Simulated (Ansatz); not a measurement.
Results of HSE06 in Ansatz (PAW) for Ge3N4 (Fd-3m, No. 227, 14 atoms in the cell; start mp-476).

Run with plane-wave cutoff 460 eV, 4×4×4 k mesh, Fermi–Dirac smearing 0.01 eV, scalar-relativistic PAW data made under PBE.

Cell (relaxed with PBEsol):

```xyz
14
Lattice="0.0000 4.1158 4.1158 4.1158 0.0000 4.1158 4.1158 4.1158 0.0000" Properties=species:S:1:pos:R:3 pbc="T T T"
Ge     1.0290     1.0290     1.0290
Ge     1.0290     3.0869     3.0869
Ge     3.0869     3.0869     1.0290
Ge     3.0869     1.0290     3.0869
Ge     4.1158     4.1158     4.1158
Ge     6.1737     6.1737     6.1737
N      5.0779     7.2695     5.0779
N      3.0200     3.0200     3.0200
N      7.2695     5.0779     5.0779
N      5.2116     5.2116     3.0200
N      5.0779     5.0779     7.2695
N      3.0200     5.2116     5.2116
N      7.2695     7.2695     7.2695
N      5.2116     3.0200     5.2116
```

Problem. Give the computed band gap and smallest direct gap on the k points sampled.

Solution. 
- band gap = 3.42 eV (indirect)
- smallest direct gap on the k points sampled = 3.47 eV

Note: cell and atoms aren't relaxed at this level (pressure -3.8 GPa).

Spin–orbit coupling is not included.

Computed values are for the static lattice.

A start named mp-… is a Materials Project structure, which need not be a measured phase.

Ansatz is an electronic-structure program.
